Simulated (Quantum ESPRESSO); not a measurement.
## Converging the plane-wave cutoff: SnO2 (P2, 6 atoms in the cell)

```yaml
crystal:
  lattice:
    - [4.80236, 0.00000, 0.00000]
    - [0.00000, 4.88118, 0.00000]
    - [0.00000, 0.00000, 3.25062]
  atoms:
    - { symbol: Sn, position: [0.50000, 0.50000, 0.51538] }
    - { symbol: Sn, position: [0.00000, 0.00000, 0.00000] }
    - { symbol: O, position: [0.29185, 0.32104, 0.00000] }
    - { symbol: O, position: [0.70815, 0.67896, 0.00000] }
    - { symbol: O, position: [0.79185, 0.17896, 0.50000] }
    - { symbol: O, position: [0.20815, 0.82104, 0.50000] }
```

Method: LDA (PZ), GBRV 1.5 ultrasoft (LDA) pseudopotentials (plane waves; Quantum ESPRESSO).

Base settings: ecutwfc = 40 Ry; ecutrho = 200 Ry; occupations = fixed; potentials = {Sn: sn_lda_v1.4.uspp.F.UPF, O: o_lda_v1.2.uspp.F.UPF}; K_POINTS = automatic 2 2 3 0 0 0; nbnd = 30; conv_thr = 1e-11 Ry; mixing_beta = 0.5.

Moved along: ecutrho.

The second cell is the first with its lattice scaled by 0.98.

The mesh stays at the base's, so the ladder's end is converged at best in this setting alone.

Only quantities that move along the ladder and can be compared are tabulated; the gap is left out on so coarse a mesh.

The count of work is k-points × plane waves × bands × iterations; it is no time. Core times come from one kind of shared machine, to one figure; runs under 30 s give none.

The starting cell comes from a database of computed structures (which also holds hypothetical and non-ambient phases and stackings), without a prior relaxation at this level. Its lattice was rescaled by up to half a per cent. One atom was moved a little off its site on purpose. In the base run, with a pressure of about -12 GPa the cell is away from its equilibrium volume at this level.

```tsv
ecutwfc	free energy less the last step's (meV/atom)	energy of the compressed cell less the first (meV/atom)	pressure (GPa)	largest difference of a force vector from the last step's (eV/Å)	count of work / last	core time / last (rough)
14 Ry	10513.89	199.17	-284.13	0.782	0.049	–
16 Ry	6763.18	-45.22	-195.71	0.747	0.063	–
20 Ry	3100.03	-17.87	-117.33	0.184	0.096	–
22 Ry	1972.02	59.17	-90.59	0.142	0.11	–
24 Ry	1258.07	-14.62	-70.77	0.046	0.13	–
32 Ry	155.63	-28.72	-22.39	0.006	0.18	–
36 Ry	76.39	-30.78	-13.60	0.002	0.23	–
40 Ry	68.95	-31.23	-11.84	0.003	0.27	–
44 Ry	62.56	-31.09	-12.91	0.005	0.31	–
48 Ry	45.91	-31.41	-13.72	0.006	0.35	–
54 Ry	21.29	-31.63	-13.08	0.002	0.42	0.4
70 Ry	10.84	-31.68	-12.10	0.001	0.57	0.5
96 Ry	0.00	-31.75	-11.91	0.000	1.0	1
```

Coarsest ecutwfc that holds the free energy within 5 meV/atom: not settled: the last two steps still differ by 11 meV/atom, over half the tolerance, so the ladder does not show it.

Coarsest ecutwfc that holds the pressure within 0.5 GPa of the last step, with all finer ones: 70 Ry; the step before is off by 1.2 GPa.

Coarsest ecutwfc that holds the energy of the compressed cell less the first within 2 meV/atom of the last step, with all finer ones: 36 Ry, at 0.23 of the last step's count of work; the step before is off by 3.0 meV/atom.

At the lowest cutoff the pressure lies 272 GPa under the last step's, the usual sign of Pulay stress in an incomplete plane-wave basis.
